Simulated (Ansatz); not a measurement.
Band structure of PdS (P-6m2, 2 atoms in the cell).

```
PdS
1.0
    3.32187     0.00000     0.00000
   -1.66094     2.87683     0.00000
    0.00000     0.00000     3.24198
Pd S
1 1
Direct
  0.00000   0.00000   0.00000
  0.66667   0.33333   0.50000
```

Method: PBEsol, harder PAW files (source: ansatz) made with PBE (plane waves; Ansatz, an electronic-structure program).

Settings: basis.ecutwfc = 600 eV; kpoints.mp_grid.grid = 8 8 7; hamiltonian.xc = pbesol; hamiltonian.pseudopotentials = {kind: paw, source: ansatz}; scf.occupations.method = cold; scf.occupations.width = 0.1 eV; kpoints.band_path.npoints = 16.

The starting cell was generated: these elements placed on a structure prototype, without a prior relaxation; it need not be a known phase or ordering of this composition. Spin polarisation is off.

Levels in eV from the Fermi level, bands 9 to 15:
| point | 9 | 10 | 11 | 12 | 13 | 14 | 15 |
|---|---|---|---|---|---|---|---|
| Γ | -2.67 | -2.67 | -2.46 | 0.62 | 0.62 | 2.79 | 7.34 |
| M | -3.21 | -2.93 | -1.59 | -1.57 | 1.22 | 4.45 | 7.12 |
| K | -3.34 | -2.68 | -2.22 | -2.10 | 1.84 | 7.21 | 8.65 |
| A | -3.39 | -3.39 | -1.95 | 0.38 | 0.38 | 6.34 | 7.58 |
| L | -2.41 | -2.11 | -1.81 | -0.90 | 1.70 | 2.05 | 5.68 |
| H | -2.98 | -1.96 | -1.59 | -0.33 | 1.19 | 2.71 | 2.99 |

Bands cross the Fermi level along this path, so the cell is metallic at this level.

Keys are those of Ansatz 0.2.
